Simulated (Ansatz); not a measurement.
MgO (Fm-3m) under hydrostatic pressure: hole conductivity mass by r2SCAN, rigid bands (plane waves, PAW, scalar-relativistic; Ansatz, a program for electronic structure). The unloaded cell, whose axes the loads refer to:

```
CELL_PARAMETERS angstrom
      0.00000     2.10378     2.10378
      2.10378     0.00000     2.10378
      2.10378     2.10378     0.00000
ATOMIC_POSITIONS crystal
  Mg 0.00000 0.00000 0.00000
  O  0.50000 0.50000 0.50000
```

```csv
hydrostatic pressure (GPa),volume per atom (Å³),hole conductivity mass (mₑ)
-2,9.43,?
0,9.31,2.29
2,9.20,2.27
5,9.05,2.24
10,8.82,2.20
```

Task: Fit a straight line to ln(hole conductivity mass) against the load over the rows given, and predict the row at -2 GPa.

Result: The means are x̄ = 4.250 GPa and ȳ = 0.8108; Σ(x − x̄)(y − ȳ) = -0.2274 and Σ(x − x̄)² = 56.75, so the slope is -0.401 % per GPa, and the rows given lie within 0.13 % of the line. At -2 GPa the line gives 2.31 mₑ; the calculation gives 2.31 mₑ, 0.14 % from it.

Masses are for dilute carriers at 300 K, harmonic means over directions unless an axis is named. Spin-orbit coupling is left out. Stresses and pressures are the targets of the relaxation. The structure type is held at every load. Geometry: cell and atoms relaxed with r2SCAN.
